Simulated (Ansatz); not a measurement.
Structures of equal composition on the (0001) surface of 4H silicon carbide (Si plane on top): (√3x√3)R30° Bi adatom at H3; (√3x√3)R30° Bi adatom at T4. The slabs share one bottom face, and each structure is named by its start. These are constructed structures in small cells; real faces may alloy, dewet or reconstruct in larger ones, and not all known structures of the face are among them. Slabs of about 10 Å, Fermi-Dirac smearing of 0.025 eV. Bottom of the slabs: H caps. Relaxed from the named starts with such symmetry as they have, on meshes of like density; energies extrapolated to zero smearing; spin only where a row says so; no spin-orbit coupling, no U. Brackets mark spin-polarised runs, whose order is one that fits the cell. Where a second, spin-polarised start was run, the lower counts.

Computed with HSE06, at the PBE geometry (plane waves to 420 eV, PAW; Ansatz, an electronic-structure program).

Problem. Order them by energy per 1x1 cell (lowest first) at the level HSE06, at the PBE geometry.

Solution. (√3x√3)R30° Bi adatom at T4 (0.000 eV), (√3x√3)R30° Bi adatom at H3 (0.111 eV)
